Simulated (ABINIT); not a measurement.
# Pressure against volume in hcp Mg (space group 194) (ABINIT, PBEsol)

```xyz
2
Lattice="3.1168 0.0000 0.0000 -1.5584 2.6992 0.0000 0.0000 0.0000 5.0587" Properties=species:S:1:pos:R:3 pbc="T T T"
Mg     1.5584     0.8997     3.7940
Mg     0.0000     1.7995     1.2647
```

Computed with PBEsol, norm-conserving pseudopotentials (PseudoDojo nc-sr-04 PBEsol standard) (plane waves; ABINIT 10.0.3). Settings: pseudos = [Mg.upf]; ecut = 55 Ha; occopt = 3; tsmear = 0.05 eV; ngkpt = 18 18 9; nshiftk = 1; shiftk = 0 0 0; potentials = PseudoDojo nc-sr-04 PBEsol standard; nband = 15; kptopt = 1; nstep = 100; tolvrs = 1e-12. The cell above is the first row's. The rows scale it uniformly. In all rows fractional positions and the k mesh are held.

| V (Å^3/atom) | P (GPa) |
|---|---|
| 21.2794 | ? |
| 21.7420 | 1.42 |
| 22.2046 | 0.55 |
| 22.6672 | -0.23 |
| 23.1298 | -0.94 |
| 23.5924 | -1.58 |
| 24.0550 | -2.16 |
| 24.5176 | -2.67 |
| 24.9802 | -3.14 |

Using a cubic, estimate the missing P at V = 21.2794 from the other rows, showing the fit.

With u = V - 23.4, the rows have u = -1.6580, -1.1954, -0.7328, -0.2702, 0.1924, 0.6550, 1.1176, 1.5802. Least squares gives P = -1.323 - 1.3695·u + 0.1549·u² - 0.00995·u³. Residuals (row less fit): 0.001, -0.002, 0.002, 0.001, 0.001, -0.004, 0.004, 0.000; standard error 0.003 (degrees of freedom: 4). The fitted pressure is zero at V0 = 22.53, where dP/dV = -1.663, so B0 = -V0·dP/dV = 37.5 GPa. At the withheld row, u = -2.1206, so P = -1.323 - 1.3695 × (-2.1206) + 0.1549 × (-2.1206)² - 0.00995 × (-2.1206)³ = 2.373 GPa. The calculation gives 2.38 GPa, 0.007 GPa above the prediction (0.1 % of the range of P in the table). The row lies outside the fitted rows, so this is an extrapolation. From the scatter of the fitted rows alone, a prediction at this place has a standard error of 0.009 GPa, so the miss is 0.8 times that.

Carrying the step between the two nearest rows on in a straight line would have given 2.29, off by 0.09; series whose last step already gives the withheld value aren't shown. The scan was laid around a cell of about the measured size, scaled by a guess for this functional; axis ratios and inner coordinates come from that cell. The runs keep the symmetry of the cell, so they don't test it for distortions. The shape of the cell and the inner coordinates aren't relaxed, so V0 and B0 belong to this uniform scaling; a relaxed crystal lies no higher in energy and is usually softer. Cutoffs and mesh are single choices, not tested for convergence of this quantity. Series with a scatter that would blur these digits, or in which a gap closes, are not shown.
